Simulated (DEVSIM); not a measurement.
Device: Schottky contact on p-type Si, at 300 K.

Layer 1 from the left is Si, thickness (μm) 2.80, Na (cm⁻³) 9.6e15, τn (s) 3e-5, τp (s) 3e-5.

Left contact: Schottky, work function 4.584 eV, emission velocity 3.4e6 cm/s. Right contact: ohmic. Voltage is applied to the left contact. Recombination: SRH at mid-gap, Auger. Gap narrowing is on: ΔEg = 6.92 meV × (l + √(l² + 0.5)), l = ln(N/1.3e17 cm⁻³), shared equally by both band edges. Mobility is μmin + (μ − μmin)/(1 + (N/Nref)^α).

Constants are typed, rounded textbook-type inputs, not results; the design itself was drawn at random and stands for no fabricated device. Values at 300 K.

Si: gap (eV) 1.124, affinity (eV) 4.05, permittivity 11.7, Nc (cm⁻³) 2.86e19, Nv (cm⁻³) 3.1e19, μn (cm²/Vs) 1417, μp (cm²/Vs) 470, μn,min 52, μp,min 45, Nref,n 9.7e16, Nref,p 2.2e17, αn 0.68, αp 0.72, Cn (cm⁶/s) 2.8e-31, Cp (cm⁶/s) 9.9e-32.

Model (solved in DEVSIM): 1D drift-diffusion, Boltzmann statistics, complete ionisation; no tunnelling, impact ionisation, image-force lowering or self-heating. Metal contacts follow the ideal Schottky-Mott rule: no Fermi-level pinning, no interface dipoles.

Dark forward current:

```csv
|V| (V),|J| (A/cm²)
0.05,0.009721
0.10,0.07516
0.15,0.5096
0.20,3.233
0.25,16.84
0.30,56.77
0.35,124.1
0.40,208.4
0.45,302.5
0.50,402.3
0.55,506.0
0.60,612.2
0.65,720.4
0.70,830.1
0.75,940.9
0.80,1053
0.85,1165
0.90,1278
0.95,1392
1.00,1506
1.05,1620
1.10,1735
1.15,1850
1.20,1965
1.25,2080
```

Task: Work out the local ideality factor n = ΔV / (kT/q · ln(J2/J1)) between the rows 0.15 and 0.20 V, 1.20 and 1.25 V.

Result: kT/q = 25.85 mV. From 0.15 to 0.20 V: ln(3.233/0.5096) = 1.848, n = 1.05, near the 1 of diffusion or emission over a barrier. From 1.20 to 1.25 V: ln(2080/1965) = 0.057, n = 34.01; the layers' resistance at their doping, Σ W/(qμN) = 0.00042 Ω cm², would take 49 mV of this step of 50 mV.

Task: Estimate the current at 0.15 V for emission alone, J0 = q v N_band exp(−φB/kT), and read the barrier back from the simulated current.

Result: φB = 0.590 eV, N_band = 3.10e19 cm⁻³, J0 = 0.00207 A/cm²; J = J0 (exp(qV/kT) − 1) = 0.682 A/cm². The simulation gives 0.510 A/cm²; the estimate lies 34 % above. Read backwards, the simulated current gives an apparent barrier of 0.598 eV. The estimate leaves out transport through the depletion region and minority injection.
